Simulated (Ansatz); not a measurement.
Take ZnS in the wurtzite structure (space group P6_3mc, No. 186; a = 3.8453 Å, c = 6.3052 Å) as the base. Axes: x lies along a and z along c of the hexagonal cell.

Method: Ansatz (a quantum-chemistry and plane-wave program), PBE, PAW, cutoff 420 eV, spin-orbit coupling left out.

Modification: an isotropic linear strain of −2.40 %, atoms relaxed at fixed cell.

### Question
Predict the stress tensor and what it implies for the stiffness.

### Answer
Stress of the strained cell less that of the base (GPa, compression positive):
```
   5.84    0.00    0.00
   0.00    5.84    0.00
   0.00    0.00    6.09
```

Then B = −ΔP/(ΔV/V₀) with ΔV/V₀ = -0.0703 gives secant stiffness values (nonlinear terms included at this strain): B (at held cell shape, above the free-shape value) ≈ 84 GPa.

As a check, the harmonic strain energy −½ V₀ Δσ:ε is 27 meV/atom; the computed energy rise is 25 meV/atom.

No phonon test of stability was made.
